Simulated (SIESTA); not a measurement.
SIESTA 5.4.2, DFT, PBE, numerical atomic orbitals DZP, PseudoDojo PBE standard norm-conserving (rewritten from UPF to PSML): diamond-structure Ge with 2 Si on Ge sites, atoms displaced (Ge14Si2), unrelaxed at the host's lattice constant, 16 atoms. Basis and mesh were picked for this test and aren't claimed converged.

```text
SystemLabel siesta
NumberOfAtoms 16
NumberOfSpecies 2
%block ChemicalSpeciesLabel
  1 32 Ge
  2 14 Si
%endblock ChemicalSpeciesLabel
LatticeConstant 1.0 Ang
%block LatticeVectors
     0.000000000    5.658000000    5.658000000
     5.658000000    0.000000000    5.658000000
     5.658000000    5.658000000    0.000000000
%endblock LatticeVectors
AtomicCoordinatesFormat Fractional
%block AtomicCoordinatesAndAtomicSpecies
     0.015930000    0.995824000    0.990070000 1
     0.119708000    0.127872000    0.131176000 1
     0.990352000    0.994855000    0.505159000 1
     0.118056000    0.131239000    0.631582000 1
     0.998560000    0.489354000    0.001049000 1
     0.003762000    0.497140000    0.502159000 1
     0.126363000    0.610662000    0.633402000 1
     0.491584000    0.001095000    0.004904000 1
     0.502081000    0.993733000    0.497782000 1
     0.622813000    0.131879000    0.617555000 1
     0.503160000    0.498034000    0.005890000 1
     0.622496000    0.620892000    0.133282000 1
     0.501928000    0.498567000    0.501403000 1
     0.622492000    0.630191000    0.626589000 1
     0.128669000    0.630357000    0.116039000 2
     0.617057000    0.128438000    0.127432000 2
%endblock AtomicCoordinatesAndAtomicSpecies
XC.functional GGA
XC.authors PBE
PAO.BasisSize DZP
PAO.EnergyShift 0.01 Ry
MeshCutoff 300 Ry
%block kgrid.MonkhorstPack
  6 0 0 0.0
  0 6 0 0.0
  0 0 6 0.0
%endblock kgrid.MonkhorstPack
ElectronicTemperature 300 K
MaxSCFIterations 200
SCF.Mixer.Method Pulay
SCF.Mixer.Weight 0.25
SCF.Mixer.History 6
SCF.DM.Tolerance 1.0E-04
WriteForces true
UseTreeTimer true
Diag.ParallelOverK true
```

The program reports k-points: 132, basis orbitals: 278, electrons: 204, real-space mesh: 72×72×72.

It runs on a single node (AMD EPYC (Zen 5), 96 cores on 1 socket, no SMT, 12 L3 cache groups; 94 cores' worth of CPU time may be used).

Each time is the median wall time of two to five repeats, run one at a time on the otherwise empty machine; start-up is included. Unless noted, each process is bound to its own block of adjacent cores. The times hold for this build (conda-forge: Open MPI, OpenBLAS, ScaLAPACK, ELSI, no OpenMP). Scratch files lie in a memory file system.

Started as
```bash
OMP_NUM_THREADS=1 mpirun -np 48 siesta input.fdf
```
(48 ranks, Diag.ParallelOverK = true) it takes 5.2 s and 9 SCF iterations.

### Question
Predict the time once the run is changed to Diag.ParallelOverK = false.

### Answer
About 43 s (2 runs within 1 %): 8.3× as long. The largest move is in solving for the density matrix (compute_dm): 2.6 s to 40 s. The standard eigenproblem (diag3) goes from 0.52 s to 30 s, most of the change. Change in the result: energy equal as printed, forces (largest component) equal as printed, pressure equal as printed.
